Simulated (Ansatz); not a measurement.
Given:

Host crystal: monoclinic ZrO2, with a band gap (PBE, scalar-relativistic without spin-orbit coupling).

End structure of F on the 1x1 (100) surface of monoclinic ZrO2 (cut with top plane 2 O), one in a 1x1 cell, started at the site 'top O':

```
CELL_PARAMETERS angstrom
      5.24177     0.00000     0.00000
      0.00000     5.37884     0.00000
      0.00000     0.00000    29.00000
ATOMIC_POSITIONS crystal
  O  0.19624 0.87249 0.33776
  O  0.30376 0.37249 0.33776
  Zr 0.07348 0.16444 0.37438
  Zr 0.42652 0.66444 0.37438
  O  0.74107 0.90195 0.40069
  O  0.75893 0.40195 0.40069
  O  0.24260 0.43749 0.42438
  O  0.25740 0.93749 0.42438
  Zr 0.55443 0.17422 0.45111
  Zr 0.94557 0.67422 0.45111
  O  0.66766 0.50149 0.48762
  O  0.83234 0.00149 0.48762
  O  0.16911 0.67315 0.51175
  O  0.33427 0.17283 0.51209
  Zr 0.04843 0.99932 0.54870
  Zr 0.45062 0.50044 0.54930
  O  0.74409 0.74342 0.57766
  O  0.75899 0.24110 0.57755
  O  0.24822 0.26364 0.59801
  O  0.25180 0.76873 0.59795
  Zr 0.55583 0.00502 0.62235
  Zr 0.95639 0.50446 0.63498
  O  0.72039 0.25492 0.66697
  O  0.74969 0.78360 0.66617
  F  0.21331 0.50694 0.68214
```

Model: 25-atom slab, 9.5 Å thick at the start under the adsorbate (thin: gaps and levels are the slab's own), 4x4x1 mesh, Fermi-Dirac 0.01 eV, dipole correction, single point; no symmetry held, on the structure that PBE left; spin-polarised, ending with about 0.9 μB a cell, a value that depends on the mesh; orders that need a larger cell were not tried, no spin-orbit, no U, no dispersion correction. The slab shows no gap over 0.04 eV on its mesh. The program's check for a lower electronic state was not made. It is one chosen start, not shown to be the lowest state of the adsorbate.

A negative adsorption energy means that the adsorbate is more stable on the surface than in its reference.

Problem. Estimate the adsorption energy against ½ F2(g) at the same level that r2SCAN, at the PBE geometry and the start's symmetry run with Ansatz (a quantum-chemistry and plane-wave program) returns for this input.

Solution. -1.76 eV

Problem. Predict the change of the step from the bottom to the top vacuum level, against the clean slab from r2SCAN, at the PBE geometry and the start's symmetry.

Solution. 1.33 eV
